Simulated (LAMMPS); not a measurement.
MD of Cu (fcc) at zero pressure, 2048 atoms, as a liquid; each row is its own run.

Level of theory: classical MD, pair style eam/alloy, file Cu_zhou.eam.alloy; code LAMMPS.

```csv
T (K),D(Cu) (cm²/s)
750,5.96e-6
1220,3.74e-5
1360,4.86e-5
1490,6.19e-5
1900,0.000101
```

Problem. Fit an Arrhenius law, ln y = a + b / x, to these rows (x is the first column, y the second) and predict the run at x = 1700.

Solution. Least squares gives a = -7.3379 and b = -3514. The slope times kB gives an activation energy of 0.30 eV. At x = 1700 the fit predicts 8.23e-5 cm²/s. The run itself gave (8.1 ± 0.1) × 10^-5 cm²/s, so the fit is 0.98 % high, within the run's error.

Caution (row 750): this liquid lies under the melting point of about 1140 K that EAM-type Cu_zhou.eam.alloy gives, so it is undercooled.

Errors of D are the spread over four groups of atoms in one short run; a floor of about 5 %, a picked value, is safer.
